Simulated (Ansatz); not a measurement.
The starting structures come from a database of crystals and need not be the phases stable at ambient conditions.

 Where the default PAW files enter, the runs use the earlier of Ansatz's two default sets.

**Evanescent states of RbCaH₃ (Pm-3m, cubic perovskite, not sure to be the ambient phase, 5 atoms a cell, 18.5 Å³ an atom) along the normal of (110)**

These are r2SCAN (plane waves, PAW; Ansatz, an electronic-structure program) values and carry that method's errors.

The gap is the functional's own, uncorrected, and κ follows it; spin-orbit coupling is left out. Mid-gap values are interpolated between the computed energies.

Energies count from the valence-band top; κ is the least over a 8×6 mesh across the current.

```csv
E (eV),κ (1/Å),where
0.09,0.127,Γ
0.27,0.201,Γ
0.45,0.243,Γ
0.63,0.272,Γ
0.81,0.293,Γ
0.99,[?],Γ
1.17,[?],Γ
1.35,[?],Γ
1.53,[?],Γ
1.71,[?],Γ
1.89,[?],Γ
2.07,[?],Γ
2.25,[?],Γ
2.43,[?],Γ
2.61,[?],Γ
2.79,[?],Γ
2.97,0.273,Γ
3.15,0.247,Γ
3.33,0.214,Γ
3.51,0.169,Γ
3.69,0.097,Γ
```

Fill in the missing entries.


- 0.99, κ (1/Å): 0.309
- 1.17, κ (1/Å): 0.321
- 1.35, κ (1/Å): 0.329
- 1.53, κ (1/Å): 0.334
- 1.71, κ (1/Å): 0.336
- 1.89, κ (1/Å): 0.336
- 2.07, κ (1/Å): 0.333
- 2.25, κ (1/Å): 0.328
- 2.43, κ (1/Å): 0.319
- 2.61, κ (1/Å): 0.308
- 2.79, κ (1/Å): 0.292
